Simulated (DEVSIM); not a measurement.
Structure: abrupt Si n-p junction, at 300 K.

Layer 1 from the left is Si, thickness (μm) 15.0, Nd (cm⁻³) 1.3e15, τn (s) 2.6e-6, τp (s) 2.6e-6. Layer 2 from the left is Si, thickness (μm) 25.0, Na (cm⁻³) 1.6e17, τn (s) 2.6e-6, τp (s) 2.6e-6.

Left contact: ohmic. Right contact: ohmic. Voltage is applied to the left contact. Recombination: SRH at mid-gap, radiative, Auger. Mobility is constant in doping.

Constants are typed, rounded textbook-type inputs, not results; the design itself was drawn at random and stands for no fabricated device. Values at 300 K.

Si: gap (eV) 1.124, affinity (eV) 4.05, permittivity 11.7, Nc (cm⁻³) 2.86e19, Nv (cm⁻³) 3.1e19, μn (cm²/Vs) 1417, μp (cm²/Vs) 470, B (cm³/s) 4.7e-15, Cn (cm⁶/s) 2.8e-31, Cp (cm⁶/s) 9.9e-32.

DEVSIM, 1D drift-diffusion, Boltzmann statistics, complete ionisation; no tunnelling, impact ionisation, image-force lowering or self-heating.

Dark forward current:

| |V| (V) | |J| (A/cm²) |
|---|---|
| 0.05 | 5.718e-9 |
| 0.10 | 2.375e-8 |
| 0.15 | 9.516e-8 |
| 0.20 | 4.430e-7 |
| 0.25 | 2.436e-6 |
| 0.30 | 1.503e-5 |
| 0.35 | 9.854e-5 |
| 0.40 | 0.0006643 |
| 0.45 | 0.004527 |
| 0.50 | 0.03078 |
| 0.55 | 0.2013 |
| 0.60 | 1.126 |
| 0.65 | 4.790 |
| 0.70 | 15.90 |
| 0.75 | 43.81 |
| 0.80 | 102.4 |
| 0.85 | 204.2 |
| 0.90 | 355.1 |
| 0.95 | 555.3 |
| 1.00 | 801.9 |
| 1.05 | 1090 |
| 1.10 | 1416 |
| 1.15 | 1771 |
| 1.20 | 2150 |

Q: Work out the local ideality factor n = ΔV / (kT/q · ln(J2/J1)) between the rows 0.15 and 0.20 V, 0.40 and 0.45 V, 1.15 and 1.20 V.

A: kT/q = 25.85 mV. From 0.15 to 0.20 V: ln(4.430e-7/9.516e-8) = 1.538, n = 1.26. From 0.40 to 0.45 V: ln(0.004527/0.0006643) = 1.919, n = 1.01, near the 1 of diffusion or emission over a barrier. From 1.15 to 1.20 V: ln(2150/1771) = 0.194, n = 9.97.

Q: Estimate the current at 0.40 V from the Shockley equation with J0 = Σ q ni² D/(N L) coth(W/L), τ joining the SRH, radiative and Auger lifetimes that are on, and W taken as the whole layer.

A: ni² = 1.16e20 cm⁻⁶; holes in the n layer: μ = 470 cm²/Vs, D = 12.1 cm²/s, τ = 2.60e-6 s, L = 56.2 μm, W/L = 0.27, term 1.18e-10 A/cm²; electrons in the p layer: μ = 1420 cm²/Vs, D = 36.6 cm²/s, τ = 2.58e-6 s, L = 97.2 μm, W/L = 0.26, term 1.74e-12 A/cm². J0 = 1.20e-10 A/cm², and J = J0 exp(qV/kT) = 0.000631 A/cm². The simulation gives 0.000664 A/cm²; the estimate lies 5.1 % below. The estimate leaves out recombination in the depletion region and that region's share of W.
